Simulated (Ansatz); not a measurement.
Consider a periodic stack without vacuum, rock-salt TaC (1 1 0) on zinc-blende GaSb (1 1 0) (film strained to the substrate, started from cuts of the bulks and a machine-learned relaxation; slabs Ga6Sb6 and C12Ta12, which can lie off the formulas): substrate slab Ga6Sb6, film C12Ta12, surface cells [[0, -1], [1, -1]] and [[1, 0], [1, 2]], film strained by -1.8 and -1.8 %, outermost planes GaSb/GaSb and CTa/CTa as cut, which need not be the usual terminations and can put a slab off its formula. Its start:

```xyz
36
Lattice="4.3930 0.0000 0.0038 4.3930 6.2126 -0.0925 3.3157 1.6906 23.3924" Properties=species:S:1:pos:R:3 pbc="T T T"
Ga     7.7464     5.9364     3.3396
Ga     6.9415     3.7329     0.8326
Ga     7.7422     6.2435     7.6630
Ga     5.5581     2.9934     5.3900
Ga     7.9624     6.7770    12.1364
Ga     5.5997     3.3178     9.7884
Sb     2.7380     1.0317     1.0540
Sb     5.5308     4.3434     3.0379
Sb     3.3567     1.4552     5.4724
Sb     5.5480     4.6904     7.4923
Sb     3.4088     1.7778     9.8442
Sb     5.7570     5.1434    11.7903
C      3.5834     0.8695    14.1962
C      7.9832     3.9502    14.2261
C      5.7859     2.3941    15.8179
C      5.7854     5.5356    15.7634
C      7.9860     4.0116    17.4490
C      7.9865     7.1132    17.4172
C      5.7997     5.5804    19.0232
C      5.7944     2.4828    19.0746
C      7.9984     7.1677    20.6672
C      8.0000     4.0513    20.7378
C      5.8055     2.5062    22.2994
C     10.1863     5.6562    22.2741
Ta     7.9825     5.5076    15.7058
Ta     3.5894     2.4335    15.7525
Ta     5.7822     0.8167    14.3007
Ta     5.7868     3.9312    14.3250
Ta     3.5987     2.4851    19.0621
Ta     7.9968     5.5911    19.0129
Ta     5.7899     4.0055    17.4618
Ta    10.1827     7.1100    17.3896
Ta     7.9970     5.6378    22.1599
Ta     8.0070     2.5155    22.2623
Ta    10.1936     7.1670    20.6684
Ta     5.8012     4.0522    20.7115
```

The start was prepared with a machine-learned potential, and the result is one local minimum, with the in-plane cell held and forces under 0.04 eV/Å; the film can end far from its bulk form.

Method: PBE (plane waves to 420 eV, PAW; Ansatz, a quantum-chemistry and plane-wave program). Spin–orbit coupling is left out; the runs are not spin-polarised. Its k-point mesh 9×5×1, Fermi–Dirac width 0.05 eV.

Predict the relaxed interface.

interface area: 27.3 Å²
period: 23.31 Å
heights between the nearest atoms of the two slabs at the two interfaces: 2.02 and 1.97 Å
Ga–Ta contacts across the interfaces within 1.22 times the sum of covalent radii: 4, mean 3.10 Å
Sb–Ta contacts across the interfaces within 1.22 times the sum of covalent radii: 4, mean 3.03 Å
C–Ga contacts across the interfaces within 1.22 times the sum of covalent radii: 2, mean 2.03 Å
C–Sb contacts across the interfaces within 1.22 times the sum of covalent radii: 1, mean 2.18 Å
